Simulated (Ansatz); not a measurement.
The starting structures come from a database of crystals and need not be the phases stable at ambient conditions.

## Evanescent states of SnF2 (P4_12_12, 12 atoms a cell, 18.4 Å³ an atom, -2 GPa at this level) along the normal of (001)

These are r2SCAN (plane waves, PAW; Ansatz, a quantum-chemistry and plane-wave program) values and carry that method's errors.

The gap is the functional's own, uncorrected, and κ follows it; spin-orbit coupling is left out. Mid-gap means the computed energy nearest the middle.

Energies count from the valence-band top; κ is the least over a 6×6 mesh across the current.

```tsv
E (eV)	κ (1/Å)	where
0.09	0.213	Γ
0.27	0.375	Γ
0.45	0.513	off Γ
0.63	0.530	off Γ
0.81	0.538	off Γ
0.99	___	off Γ
1.17	___	off Γ
1.35	___	off Γ
1.53	___	off Γ
1.71	___	off Γ
1.89	0.538	off Γ
2.07	___	off Γ
2.25	___	off Γ
2.43	___	off Γ
2.61	___	off Γ
2.79	0.414	off Γ
2.97	0.368	off Γ
3.15	0.316	off Γ
3.33	0.254	off Γ
3.51	0.168	off Γ
```

Problem. What belongs in the gaps?

Solution. 
- 0.99, κ (1/Å): 0.542
- 1.17, κ (1/Å): 0.544
- 1.35, κ (1/Å): 0.545
- 1.53, κ (1/Å): 0.544
- 1.71, κ (1/Å): 0.542
- 2.07, κ (1/Å): 0.532
- 2.25, κ (1/Å): 0.525
- 2.43, κ (1/Å): 0.497
- 2.61, κ (1/Å): 0.456
